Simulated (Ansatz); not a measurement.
MgS (Fm-3m), Ansatz (a quantum-chemistry and plane-wave program) with HSE06, rigid bands: N_c = 1.58e19 cm⁻³ at 300 K and an electron conductivity mass of 0.347 mₑ.

For 1e17 electrons per cm³ at 300 K, place the Fermi level, estimate the Seebeck coefficient of a parabolic band with constant τ, and give mobility and conductivity for τ = 10 fs.

The level lies k_BT ln(N_c/n) = 0.131 eV below the conduction-band minimum. S ≈ −(k_B/e)[ln(N_c/n) + 5/2] = -652 μV/K, against -650 μV/K from the full bands (mean over directions). μ = eτ/m = 50.7 cm²/(V·s) and σ = neμ = 0.812 S/cm. τ is assumed, not computed.

Band transport and this doping are assumed; polarons and phonon drag are left out. Spin-orbit coupling is left out. Geometry: cell and atoms relaxed with PBEsol.
